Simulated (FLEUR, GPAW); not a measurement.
A FLEUR input for a self-consistent single point of Ti2Sn (P6_3/mmc, 6 atoms in the cell) (DFT, PBEsol, all-electron FLAPW (FLEUR), scalar-relativistic valence):

Input of the input generator:

```
scf Ti2Sn
&input film=f /
8.7695435180 0.0000006567 0.0000000000
-4.3847723277 7.5946471378 0.0000000000
0.0000000000 0.0000000000 10.4057447799
1.0
1.0 1.0 1.0

6
22 0.6666666667 0.3333333333 0.2500000000
22 0.3333333333 0.6666666667 0.7500000000
22 0.0000000000 0.0000000000 0.0000000000
22 0.0000000000 0.0000000000 0.5000000000
50 0.6666666667 0.3333333333 0.7500000000
50 0.3333333333 0.6666666667 0.2500000000

&comp jspins=1 /
&exco xctyp='PBEs' /
&kpt div1=7 div2=7 div3=5 /
&end /
```

```xml
<?xml version="1.0" encoding="UTF-8" standalone="no"?>
<fleurInput fleurInputVersion="0.39">
   <comment>
      scf Ti2Sn                                                                                           
   </comment>
   <calculationSetup>
      <cutoffs Kmax="4.2" Gmax="16.8" GmaxXC="16.8" numbands="0"/>
      <scfLoop itmax="80" minDistance="0.00001" maxIterBroyd="15" imix="Anderson" alpha="0.05" precondParam="0.0" spinf="2.0"/>
      <coreElectrons ctail="T" frcor="F" kcrel="0" coretail_lmax="0"/>
      <xcFunctional name="PBEs" relativisticCorrections="F"/>
      <magnetism jspins="1"/>
      <soc l_soc="F" theta="0.0" phi="0.0" spav="F"/>
      <expertModes spex="0" secvar="F"/>
      <geometryOptimization l_f="T" forcealpha="1.0" forcemix="BFGS" epsdisp="0.00001" epsforce="0.00001"/>
      <ldaU l_linMix="F" mixParam="0.05" spinf="1.0"/>
   </calculationSetup>
   <cell>
      <bzIntegration valenceElectrons="76.0" mode="hist" fermiSmearingEnergy="0.00367493">
         <kPointListSelection listName="default-1"/>
         <!-- k-points included here -->
         <xi:include xmlns:xi="http://www.w3.org/2001/XInclude" href="kpts.xml"> </xi:include>
      </bzIntegration>
      <!-- symmetry operations included here -->
      <xi:include xmlns:xi="http://www.w3.org/2001/XInclude" href="sym.xml"> </xi:include>
      <bulkLattice scale="1.0">
         <bravaisMatrix>
            <row-1>    8.7695435180000008     0.0000006567000000     0.0000000000000000</row-1>
            <row-2>   -4.3847723277000004     7.5946471378000000     0.0000000000000000</row-2>
            <row-3>    0.0000000000000000     0.0000000000000000    10.4057447798999991</row-3>
         </bravaisMatrix>
      </bulkLattice>
   </cell>
   <atomSpecies>
      <species name="Titanium (Ti)" element="Ti" atomicNumber="22">
         <mtSphere radius="2.41" gridPoints="833" logIncrement="0.015"/>
         <atomicCutoffs lmax="10" lnonsphr="8"/>
         <electronConfig flipSpins="F">
            <coreConfig>(1s1/2) (2s1/2) (2p1/2) (2p3/2)</coreConfig>
            <valenceConfig>(3s1/2) (3p1/2) (3p3/2) (4s1/2) (3d3/2) (3d5/2)</valenceConfig>
            <stateOccupation state="(3d3/2)" spinUp="0.4" spinDown="0.4"/>
            <stateOccupation state="(3d5/2)" spinUp="0.6" spinDown="0.6"/>
         </electronConfig>
         <energyParameters s="4" p="4" d="3" f="4"/>
         <lo type="SCLO" l="0" n="3" eDeriv="0"/>
         <lo type="SCLO" l="1" n="3" eDeriv="0"/>
      </species>
      <species name="Tin (Sn)" element="Sn" atomicNumber="50">
         <mtSphere radius="2.41" gridPoints="833" logIncrement="0.016"/>
         <atomicCutoffs lmax="10" lnonsphr="8"/>
         <electronConfig flipSpins="F">
            <coreConfig>(1s1/2) (2s1/2) (2p1/2) (2p3/2) (3s1/2) (3p1/2) (3p3/2) (4s1/2) (3d3/2) (3d5/2) (4p1/2) (4p3/2)</coreConfig>
            <valenceConfig>(5s1/2) (4d3/2) (4d5/2) (5p1/2) (5p3/2)</valenceConfig>
            <stateOccupation state="(5p1/2)" spinUp="0.3333333333333" spinDown="0.3333333333333"/>
            <stateOccupation state="(5p3/2)" spinUp="0.6666666666667" spinDown="0.6666666666667"/>
         </electronConfig>
         <energyParameters s="5" p="5" d="5" f="4"/>
         <lo type="SCLO" l="2" n="4" eDeriv="0"/>
      </species>
   </atomSpecies>
   <atomGroups>
      <atomGroup species="Titanium (Ti)">
         <relPos label="                   1">-1.000/3.000 1.000/3.000 1.000/4.000</relPos>
         <relPos label="                   2">1.000/3.000 -1.000/3.000 -1.000/4.000</relPos>
         <force calculate="T" relaxXYZ="TTT"/>
      </atomGroup>
      <atomGroup species="Titanium (Ti)">
         <relPos label="                   3">.0000000000 .0000000000 .0000000000</relPos>
         <relPos label="                   4">.0000000000 .0000000000 1.000/2.000</relPos>
         <force calculate="T" relaxXYZ="TTT"/>
      </atomGroup>
      <atomGroup species="Tin (Sn)">
         <relPos label="                   5">-1.000/3.000 1.000/3.000 -1.000/4.000</relPos>
         <relPos label="                   6">1.000/3.000 -1.000/3.000 1.000/4.000</relPos>
         <force calculate="T" relaxXYZ="TTT"/>
      </atomGroup>
   </atomGroups>
   <output dos="F" band="F" slice="F">
      <checks vchk="F" cdinf="F"/>
      <bandDOS minEnergy="-.5*Htr" maxEnergy="0.5*Htr" sigma="0.015" storeEVData="T"/>
      <vacuumDOS vacdos="F" integ="F" star="F" nstars="0" locx1="0.0" locy1="0.0" locx2="0.0" locy2="0.0" nstm="0" tworkf="0.0"/>
      <unfoldingBand unfoldBand="F" supercellX="1" supercellY="1" supercellZ="1"/>
      <plotting iplot="0" polar="F">
         <plot TwoD="T" vec1="  1.0  0.0  0.0" vec2="  0.0  1.0  0.0" vec3="  0.0  0.0  1.0" zero="  0.0  0.0  0.0" file="plot"/>
      </plotting>
      <chargeDensitySlicing numkpt="0" minEigenval="0.0" maxEigenval="0.0" nnne="0" pallst="F"/>
      <specialOutput eonly="F"/>
      <magneticCircularDichroism mcd="F" energyLo="-10.0" energyUp="0.0"/>
   </output>
  <!-- We include the file relax.xml here to enable relaxations (see documentation) -->
  <xi:include xmlns:xi="http://www.w3.org/2001/XInclude" href="relax.xml"> <xi:fallback/> </xi:include>
</fleurInput>
```

**Question.** Give the GPAW input for the same structure, mesh, smearing and functional.

**Answer.** One input that does it (others would too):

```python
from ase import Atoms
from ase.units import GPa
from gpaw import GPAW, PW, FermiDirac

atoms = Atoms(['Ti', 'Ti', 'Ti', 'Ti', 'Sn', 'Sn'],
              cell=[[4.640643, 0.000000, 0.000000],
                    [-2.320322, 4.018914, 0.000000],
                    [0.000000, 0.000000, 5.506483]],
              scaled_positions=[[0.666667, 0.333333, 0.250000],
                                [0.333333, 0.666667, 0.750000],
                                [0.000000, 0.000000, 0.000000],
                                [0.000000, 0.000000, 0.500000],
                                [0.666667, 0.333333, 0.750000],
                                [0.333333, 0.666667, 0.250000]],
              pbc=True)

calc = GPAW(mode=PW(850),
            xc='PBEsol',
            kpts=(7, 7, 5),
            occupations=FermiDirac(0.1),
            nbands=-10,
            convergence={'forces': 0.001},
            symmetry={'symmorphic': False, 'tolerance': 0.0005},
            maxiter=100,
            txt='-')

atoms.calc = calc

energy = atoms.get_potential_energy()
print('Energy (eV):', round(energy, 6))
forces = atoms.get_forces()
print('Forces (eV/Ang):')
print(forces.round(5))
stress = atoms.get_stress()
print('Stress (GPa, Voigt):', (stress / GPa).round(4))
```

Basis settings and potentials, where a program has them, do not carry over. This input uses DFT PBEsol, plane waves, GPAW PAW datasets PBEsol (made by gpaw-setup).

The starting cell comes from a database of computed structures (which also holds hypothetical and non-ambient phases and stackings), without a prior relaxation at this level. For this run, on top of that: lattice scaled by 0.98.
